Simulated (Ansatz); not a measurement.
## H on the 1x1 (10-10) surface of wurtzite ZnO (cut with top plane O + Zn), one in a 2x1 cell, started at the site 'hollow O-O-Zn-Zn-Zn'

Host crystal: wurtzite ZnO, with a band gap (PBE, scalar-relativistic without spin-orbit coupling).

Computed with PBE (plane waves to 420 eV, PAW; Ansatz, an electronic-structure program).

Set-up: 33 atoms, 9.4 Å thick at the start under the adsorbate (thin: gaps and levels are the slab's own); mesh 3x4x1; 0.01 eV smearing; dipole correction on; 16 atoms held, the rest relaxed; start symmetry kept, larger cells not searched; spin-polarised, ending with about 1.0 μB a cell; orders that need a larger cell were not tried, no spin-orbit, no U, no dispersion correction. At the end it is bonded to 2 Zn. In PBE this state lies 1.90 eV over the lowest of the starts that converged ('top O').

- adsorption energy against ½ H2(g): 1.90 eV
- change of the step from the bottom to the top vacuum level, against the clean slab: 0.074 eV
- energy released by relaxation: 0.31 eV
- height of the binding atom over the mean of the host atoms within 0.3 Å of the top one: 1.079 Å
- magnetic moment of the cell: 1.00 μB
- nearest host atoms of the binding atom: Zn at 1.87 Å, Zn at 1.87 Å, O at 2.27 Å
- largest move of a host atom: 0.28 Å
- note: in the relaxation the adsorbate left its starting site by 0.8 Å
- cost: very roughly 17 core-minutes

A negative adsorption energy means that the adsorbate is more stable on the surface than in its reference.
